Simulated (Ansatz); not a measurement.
A computed series for hypothetical R3m CsPbBr3: response to strain

The parent structure is CsPbBr$_{3}$ (space group R3m, No. 160; a = 8.261 Å, c = 10.338 Å (hexagonal axes); a hypothetical phase, not in the database extracts checked). Axes: x lies along a and z along c of the hexagonal cell.

Strains are applied to the cell and any free atomic positions relax; under stress the whole cell relaxes.

Levels (all Ansatz, an electronic-structure program, PAW): PBEsol (420 eV, without spin-orbit coupling); r2SCAN (500 eV, scalar-relativistic without spin-orbit coupling); HSE06 (420 eV, no SOC).

Band gaps by level, all at the geometries relaxed with PBEsol:

| case | PBEsol | r2SCAN | HSE06 |
|---|---|---|---|
| base | 1.52 eV | 1.97 eV | 2.19 eV |
| uniaxial strain ε_zz = +1.81 % | 1.58 eV | ? | 2.27 eV |
| uniaxial stress, 2 GPa compression along x | 1.33 eV | ? | ? |

### Question
Some entries are withheld; estimate them.

### Answer

- uniaxial strain ε_zz = +1.81 %, r2SCAN: 2.04 eV
- uniaxial stress, 2 GPa compression along x, r2SCAN: 1.74 eV
- uniaxial stress, 2 GPa compression along x, HSE06: 2.00 eV

Single points use the geometry relaxed with PBEsol. The hybrid gap comes from the SCF mesh plus the semilocal run's edge points and a few special points and is an upper bound. With Pb present, leaving out spin-orbit coupling can change the band edges. Stability under load was not tested beyond the relaxation.
